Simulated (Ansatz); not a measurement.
System: L1₀ (CuAu-type) FePt. Method: r²SCAN-D4 in Ansatz (plane waves, PAW).

Settings: plane-wave cutoff 560 eV, 20×20×16 k mesh (along the axes of the cell as run), Fermi–Dirac smearing 0.05 eV, spin-polarised with parallel moments, scalar-relativistic PAW data made under PBE.

Results at a series of volumes:

```
V (Å³/atom)  E − E_lowest (meV/atom)  P (GPa)
-----------  -----------------------  -------
13.250                         16.67    10.06
13.526                          4.00     4.74
13.802                          0.00    -0.01
14.078                          3.71    -4.22
14.354                         14.26    -7.95
```

Problem. What bulk modulus B0 and pressure derivative B′ does a third-order Birch–Murnaghan fit give?

Solution. V0 = 13.801 Å³/atom, B0 = 223 GPa, B′ = 4.9 (fit to the energies at full precision).

Shape and atoms are relaxed at each volume.

Measured, for comparison: bulk modulus 208 GPa (room temperature, not corrected to a static lattice; as tabulated in First-principles calculations on Fe-Pt nanoclusters of various morphologies). Computed (rounded) less measured: bulk modulus +7 %. A static lattice is as a rule a little smaller and stiffer than an uncorrected measurement, which narrows the difference in the bulk modulus and would widen misses of the other sign.

Note: the bulk modulus comes from volumes at which shape and atoms were relaxed.

Spin–orbit coupling is not included.

Computed values are for the static lattice.

The result took very roughly 20 core-minutes.

Ansatz is a program for electronic structure.
